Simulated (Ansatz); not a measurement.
Functionals compared on OH on the 1x1 (100) surface of bcc Nb, one in a 2x2 cell, started at the site 'hollow Nb-Nb-Nb-Nb over Nb at depth 1.4 Å', in Ansatz (plane waves, PAW). The structure was relaxed with PBE; the other rows are single points on it, each with its references at the same level. Cutoff 420 eV (500 eV for r2SCAN).

Slab: 22 atoms, 6.2 Å thick at the start under the adsorbate (thin: gaps and levels are the slab's own); k 4x4x1, smearing 0.1 eV, dipole-corrected; 8 atoms held, the rest relaxed; held to the start's symmetry, so lower structures may exist; no spin, no spin-orbit, no U, no dispersion correction. At the end it is bonded to 2 Nb. In PBE it is, or lies within 0.03 eV of, the lowest of the starts that converged. These notes are the PBE run's. Adsorption energies are against H2O(g) − ½ H2(g). A negative adsorption energy means that the adsorbate is more stable on the surface than in its reference.

```json
[
 {"functional": "PBE", "adsorption energy (eV)": "-1.53", "work function of the top face (eV)": "3.40", "change of the work function (eV)": "-0.20", "rough cost of the single point": "–"},
 {"functional": "RPBE", "adsorption energy (eV)": "-1.38", "work function of the top face (eV)": "3.25", "change of the work function (eV)": "-0.19", "rough cost of the single point": "about 3 core-minutes (a rough figure)"},
 {"functional": "r2SCAN", "adsorption energy (eV)": "-1.78", "work function of the top face (eV)": "3.33", "change of the work function (eV)": "-0.21", "rough cost of the single point": "roughly 6 core-minutes"}
]
```

Ansatz is a first-principles code.
